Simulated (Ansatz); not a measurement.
The starting structures come from a database of crystals and need not be the phases stable at ambient conditions.

By PBEsol, the system below comes out a metal.

```
CELL_PARAMETERS angstrom
      3.35724     0.00000     0.00000
      0.00000    11.93196     0.00000
      1.67862     0.00000     2.90746
ATOMIC_POSITIONS crystal
  Nb 0.33333 0.59467 0.33333
  Nb 0.66667 0.40533 0.66667
  Nb 0.66667 0.09467 0.66667
  Nb 0.33333 0.90533 0.33333
  As 0.66667 0.75000 0.66667
  As 0.33333 0.25000 0.33333
  C  0.00000 0.50000 0.00000
  C  0.00000 0.00000 0.00000
```

Space group of this cell: P6_3/mmc. The cell is taken as given; by PBEsol its mean pressure is -7.9 GPa.

The current flows along the normal of the first two printed cell vectors, the (100) plane of the conventional cell. No spin-orbit coupling; the value is a mean over 0.1 eV about the Fermi level.

Give the ballistic conductance per area that PBEsol in Ansatz (a program for electronic structure) yields.

0.56 × 10¹⁵ S/m² for both spins.
